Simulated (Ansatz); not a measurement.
## SiC, response to strain

Base system: SiC in the wurtzite structure (space group P6_3mc, No. 186; a = 3.092 Å, c = 5.074 Å). Axes: x lies along a and z along c of the hexagonal cell.

Strains are applied to the cell and any free atomic positions relax; under biaxial strain the out-of-plane vector relaxes too.

Method: PBE/PAW in Ansatz (a program for electronic structure), scalar-relativistic without spin-orbit coupling.

```json
[
 {"variant": "base", "width of the top valence band": "3.84 eV", "band gap": "2.31 eV", "volume per atom": "10.50 Å³", "smallest direct gap": "3.94 eV"},
 {"variant": "biaxial strain +0.60 %, plane normal [001], relaxed out of plane", "width of the top valence band": "3.76 eV", "band gap": "2.38 eV", "volume per atom": "10.62 Å³", "smallest direct gap": "3.87 eV"},
 {"variant": "biaxial strain +1.80 %, plane normal [001], relaxed out of plane", "width of the top valence band": "3.66 eV", "band gap": "2.44 eV", "volume per atom": "10.85 Å³", "smallest direct gap": "3.71 eV"},
 {"variant": "biaxial strain +2.40 %, plane normal [001], relaxed out of plane", "width of the top valence band": "3.63 eV", "band gap": "2.42 eV", "volume per atom": "10.97 Å³", "smallest direct gap": "3.63 eV"},
 {"variant": "biaxial strain +3.00 %, plane normal [001], relaxed out of plane", "width of the top valence band": "3.59 eV", "band gap": "2.32 eV", "volume per atom": "11.08 Å³", "smallest direct gap": "3.55 eV"}
]
```

Whether these cells are dynamically stable was not tested.
